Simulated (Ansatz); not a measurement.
Take an 8-atom supercell of AlRu in the CsCl type structure (space group Pm-3m, No. 221; a = 2.983 Å) at its relaxed geometry as the base.

The values are results of Kohn–Sham DFT with the r2SCAN functional, run in Ansatz (a program for electronic structure) with PAW and 500 eV plane waves, spin-orbit coupling left out, earlier PAW set, not measurements.

Base values:

| Item | Value |
|---|---|
| Pressure | 0.0 GPa |

Modification: one Ru atom is replaced by Sb, atoms relaxed at fixed cell, starting from a slightly rattled geometry.

### Question
Estimate the effect on the shift of the substituted atom off its lattice site.

### Answer
The shift of the substituted atom off its lattice site amounts to 0.43 Å.

### Question
Predict the new largest displacement of a host atom from its site in the perfect cell.

### Answer
The largest displacement of a host atom from its site in the perfect cell amounts to 0.39 Å.

### Question
What happens to the pressure?

### Answer
The pressure goes from zero to 21.1 GPa.

The cell is small, so the values are those of an ordered compound at a high defect concentration; dilute-limit values will differ. The final runs are not spin-polarised. The defect cell is not spin-polarised.
